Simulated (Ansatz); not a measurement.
Ansatz (a quantum-chemistry and plane-wave program), DFT, PBE, plane waves, its default PAW files: cubic perovskite SrTiO3, atoms displaced (Sr8Ti8O24), 40 atoms. Basis and mesh were picked for this test and aren't claimed converged.

| Quantity | Result |
|---|---|
| cell | 7.81, 7.81, 7.81 Å; 90, 90, 90° |
| distance to the nearest atom | 1.87 to 2.71 Å |
| task | single point |
| k mesh | 2×2×2 |
| hamiltonian.xc | pbe |
| kind of files | paw |
| scf.occupations.method | fixed |
| output.forces | true |
| memory maximum (--max-ram) | 200GiB |
| accuracy | medium (default) |
| basis.precision | auto (default) |
| basis.xc_grid | 2 (default) |
| scf.eigensolver.kind | auto (default) |
| scf.mixing.algorithm | auto (default) |
| scf.mixing.preconditioner | auto (default) |
| scf.convergence.dr2_threshold | 4.7638e-07 (default) |
| scf.lower_state_search | light (default) |
| k-points after symmetry | 8 |
| bands at the start | 200 |
| electrons | 320 |
| plane waves at Γ | 9315 |
| cutoff (eV) | 420 |
| FFT grid | 54×54×54 |
| symmetry operations | 1 |

It runs on a single node (AMD EPYC (Zen 5), 96 cores on 1 socket, no SMT, 12 L3 cache groups; 94 cores' worth of CPU time may be used).

Each time is the median wall time of two to five repeats, run one at a time on the otherwise empty machine; start-up is included. Processes are pinned to neighbouring cores unless said otherwise. The build: release build for x86-64 with AVX-512, one process with threads; another build can shift the numbers. Scratch files lie in a memory file system.

Started as
```bash
OMP_NUM_THREADS=88 ANSATZ_TIMINGS=1 ansatz run --backend cpu --threads 88 --max-ram 200GiB --events-out run.ndjson --runs-dir run.runs --progress --plain run.yaml
```
(88 threads, --kpoint-pools auto (default), --slots auto (default)) it takes 1.2 s and 7 SCF iterations.

How long does it take after this change: --kpoint-pools 1, --slots 1?

About 2.7 s (3 runs within 1 %): 2.2× as long. The largest move is in band solves (diag): 0.71 s to 2.0 s. The band solves carry the change: the iterations make 24107 against 24107 applications of H to a band, at 0.03 against 0.081 ms of diag time each. What the program resolved moves too: eigensolver slots from 8 to 1. Change in the result: energy equal as printed, forces (largest component) equal as printed.

Keys are those of Ansatz 0.2.
